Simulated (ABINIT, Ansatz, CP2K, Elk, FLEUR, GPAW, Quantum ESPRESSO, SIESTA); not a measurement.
# WS (P6_3mc, 4 atoms in the cell) computed with different codes at matched settings

Self-consistent single point, at a second geometry (lattice scaled by 0.98). First geometry:

```
WS
1.0
    3.02551     0.00000     0.00000
   -1.51276     2.62017     0.00000
    0.00000     0.00000     8.18080
W S
2 2
Direct
  0.33333   0.66667   0.03629
  0.66667   0.33333   0.53629
  0.33333   0.66667   0.34071
  0.66667   0.33333   0.84071
```

Shared settings, as Ansatz (a program for electronic structure) writes them: kpoints.mp_grid.grid = 8 8 3; scf.occupations.method = fermi_dirac; scf.occupations.width = 0.1 eV. Potentials and cutoffs stand in the table.

```json
[
 {"code": "FLEUR", "model": "PBEsol, all-electron FLAPW (FLEUR), scalar-relativistic valence", "ΔF from the first geometry (meV/atom)": "-0.3", "pressure (GPa)": "–", "largest force (eV/Å)": "0.632", "cutoff": "Kmax 4 1/bohr"},
 {"code": "ABINIT", "model": "PBEsol, PAW (JTH v2.0 PBE PAW, files made for PBE)", "ΔF from the first geometry (meV/atom)": "-0.9", "pressure (GPa)": "6.73", "largest force (eV/Å)": "0.607", "cutoff": "21 Ha"},
 {"code": "GPAW", "model": "PBEsol, GPAW PAW datasets PBEsol (made by gpaw-setup)", "ΔF from the first geometry (meV/atom)": "-3.9", "pressure (GPa)": "6.50", "largest force (eV/Å)": "0.572", "cutoff": "600 eV"},
 {"code": "Ansatz", "model": "PBEsol, PAW files made with PBE", "ΔF from the first geometry (meV/atom)": "-4.4", "pressure (GPa)": "6.43", "largest force (eV/Å)": "0.554", "cutoff": "default"},
 {"code": "Elk", "model": "PBEsol, all-electron FP-LAPW, Elk's shipped species files, APW+lo basis with extra local orbitals", "ΔF from the first geometry (meV/atom)": "1.8", "pressure (GPa)": "–", "largest force (eV/Å)": "–", "cutoff": "rgkmax 7.5"},
 {"code": "Quantum ESPRESSO", "model": "PBEsol, PseudoDojo standard norm-conserving (PBESOL) pseudopotentials", "ΔF from the first geometry (meV/atom)": "-3.9", "pressure (GPa)": "6.51", "largest force (eV/Å)": "0.555", "cutoff": "75 Ry"},
 {"code": "SIESTA", "model": "GGA PBEsol, numerical atomic orbitals TZP, PseudoDojo PBEsol standard norm-conserving potentials (rewritten from UPF to PSML)", "ΔF from the first geometry (meV/atom)": "-7.1", "pressure (GPa)": "6.16", "largest force (eV/Å)": "0.752", "cutoff": "grid 350 Ry"},
 {"code": "CP2K", "model": "PBEsol, GPW, DZVP-MOLOPT-SR-GTH basis, GTH-PBE potentials (GTH_POTENTIALS)", "ΔF from the first geometry (meV/atom)": "-1.9", "pressure (GPa)": "6.93", "largest force (eV/Å)": "0.496", "cutoff": "grid 500 Ry"}
]
```

Size of the force on each atom (eV/Å): Sizes of forces hide their directions.

```json
[
 {"code": "FLEUR", "W1": "0.632", "W2": "0.632", "S3": "0.618", "S4": "0.618"},
 {"code": "ABINIT", "W1": "0.607", "W2": "0.607", "S3": "0.607", "S4": "0.607"},
 {"code": "GPAW", "W1": "0.572", "W2": "0.572", "S3": "0.571", "S4": "0.571"},
 {"code": "Ansatz", "W1": "0.554", "W2": "0.554", "S3": "0.554", "S4": "0.554"},
 {"code": "Quantum ESPRESSO", "W1": "0.555", "W2": "0.555", "S3": "0.555", "S4": "0.555"},
 {"code": "SIESTA", "W1": "0.752", "W2": "0.752", "S3": "0.744", "S4": "0.744"},
 {"code": "CP2K", "W1": "0.496", "W2": "0.496", "S3": "0.495", "S4": "0.495"}
]
```

A dash marks a value that a program does not give, or that is left out as unsure.

On Ansatz's run: spin-orbit coupling is off. Spin polarisation is off.

The spread over the programs that give each value: ΔF from the first geometry within 8.9 meV/atom; pressure within 0.77 GPa; largest force within 0.256 eV/Å.

SIESTA and CP2K use small atom-centred bases, whose incompleteness enters pressures, forces and empty levels differently from a plane-wave cutoff. FLEUR and Elk treat all electrons, but the usual bases taken here (sphere radii, linearisation, local orbitals, empty states) were not tested for convergence, so the values are no reference for the others. Ansatz's pressure is given at a fixed set of plane waves, as the other plane-wave codes print theirs; with its correction for the finite basis it is 6.50 GPa. In the force vectors, SIESTA (by 0.188) lies more than 0.08 eV/Å from the median of the plane-wave programs.

The starting cell comes from a database of computed structures (which also holds hypothetical and non-ambient phases and stackings), without a prior relaxation at this level. For this run, on top of that: lattice scaled by 0.98.

Keys are those of Ansatz 0.2.
